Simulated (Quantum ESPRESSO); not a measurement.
Quantum ESPRESSO is run on SrSb12Ru4 (Im-3, 17 atoms in the cell), and the run fails. The aim is a self-consistent single point with DFT, LDA (PZ), plane waves, GBRV 1.5 ultrasoft (LDA) pseudopotentials.

Cell that was meant: a = 8.1019 Å, b = 8.1019 Å, c = 8.1019 Å, α = 109.47°, β = 109.47°, γ = 109.47°.

Part of the input:

```fortran
  ecutrho = 320
  occupations = 'smearing'
  smearing = 'cold'
/
&ELECTRONS
  conv_thr = 1.0d-9
/
```

The program printed (abridged):

```
 %%%%%%%%%%%%%%%%%%%%%%%%%%%%%%%%%%%%%%%%%%%%%%%%%%%%%%%%%%%%%%%%%%%%%%%%%%%%%%
     Error in routine  set_occupations (1):
      smearing requires a value for gaussian broadening (degauss)
 %%%%%%%%%%%%%%%%%%%%%%%%%%%%%%%%%%%%%%%%%%%%%%%%%%%%%%%%%%%%%%%%%%%%%%%%%%%%%%

     stopping ...
```

Question: From the messages shown, name the fault and mend the input.

Answer: The fault is smearing without a width. A smearing function needs a non-zero width. To fix it, give the width. The program stopped before any SCF iteration.

The sound input it was made from differs as follows (other fixes are possible):
```diff
+  degauss = 0.0147
```

With that input, the run converged in 13 iterations: free energy E − TS -41676.5383 eV; Fermi level (on the code's own zero) 12.14 eV; pressure -4.00 GPa; largest force (vector length) 0.206 eV/Å (DFT, LDA (PZ), plane waves, GBRV 1.5 ultrasoft (LDA) pseudopotentials).

On the sound input: the starting cell comes from a database of computed structures (which also holds hypothetical and non-ambient phases and stackings), without a prior relaxation at this level. Spin polarisation is off. With a pressure of about -4 GPa the cell is away from its equilibrium volume at this level.
